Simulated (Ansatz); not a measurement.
Defect migration in monoclinic HfO2: interstitial Al, charge state +3. The step: a concerted move, in which Al travels most (a rearrangement that moves the defect's centre by under 1 Å); the atom moves 0.75 Å along (0.12, -0.08, 0.03) of the unit cell; the moving atom starts with neighbours O at 1.80, O at 1.83, O at 1.88, 2 O at 1.89 Å and ends with O at 1.80, O at 1.83, O at 1.88, 2 O at 1.89 Å. A PBE band in Ansatz (plane-wave PAW, the Γ point alone, 96 host sites, 28 SCF runs with any check of the saddle's order, static, no finite-size correction) gives a forward barrier of 0.24 eV. The saddle point's order was not checked, and it lies on a symmetry element of the cell, where a band can be held. The charge state is imposed; whether it is stable for some Fermi level was not computed. Sites that were not tried may lie lower.

Single points at the band's start and saddle point can refine it. Rough cost of one point, in units of the band's mean SCF on the same machine:

| Level | Cost of one point |
|---|---|
| PBE, a 2×2×2 k-point mesh shifted by half a step | about 10 |
| r2SCAN at 500 eV, the Γ point alone | about 2 |

Task: Which of these move the barrier by more than 0.1 eV, and how far does each move it?

Result: Not one does. PBE, a 2×2×2 k-point mesh shifted by half a step: -0.01 eV; r2SCAN at 500 eV, the Γ point alone: +0.05 eV. Each functional is compared with PBE at the same k-points.

Ansatz is an electronic-structure program.
